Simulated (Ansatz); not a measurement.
## SiH2 on the (100) surface of germanium (2x1 monohydride; a constructed slab, bottom: dihydride, held), one in a cell of 66 Å², started at the site 'bridge H-H (span 4.1 Å)'

Computed with PBE (plane waves to 420 eV, PAW; Ansatz, a program for electronic structure).

Slab: 47 atoms, 12.3 Å thick at the start with caps and adatoms under the adsorbate (thin: gaps and levels are the slab's own); k 3x3x1, smearing 0.01 eV, dipole-corrected; 24 atoms held, the rest relaxed; held to the start's symmetry, so lower structures may exist; no spin, no spin-orbit, no U, no dispersion correction. At the end it is bonded to 2 Ge. In PBE it is, or lies within 0.03 eV of, the lowest of the starts that converged.

The adsorption energy against SiH4(g) − H2(g) is 2.01 eV and the change of the step from the bottom to the top vacuum level, against the clean slab is 0.10 eV. The energy released by relaxation is 0.53 eV and the height of the binding atom over the mean of the host atoms within 0.3 Å of the top one is 0.332 Å. The nearest host atoms of the binding atom is H at 2.22 Å, H at 2.22 Å, Ge at 2.69 Å, the largest move of a host atom is 0.21 Å and the note is the adsorbate left its starting site by 0.5 Å. The cost comes out as about 40 core-minutes (a rough figure).

A negative adsorption energy means that the adsorbate is more stable on the surface than in its reference.
